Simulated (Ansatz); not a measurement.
In on the B site (In_B) (zinc-blende BAs host)

Method: PBE, PAW (plane waves to 420 eV; Ansatz, a program for electronic structure). Set-up: 64-site cell; 2×2×2 shifted k-points; start: the B site; no spin–orbit coupling; energies good to tenths of an eV.

Neighbours after relaxation, in Å: of the In atom: As 2.42, As 2.42, As 2.42, As 2.42.

| charge | moment (μB) | largest move off a lattice site (Å) |
|---|---|---|
| 0 | not spin-polarised | 0.34 |
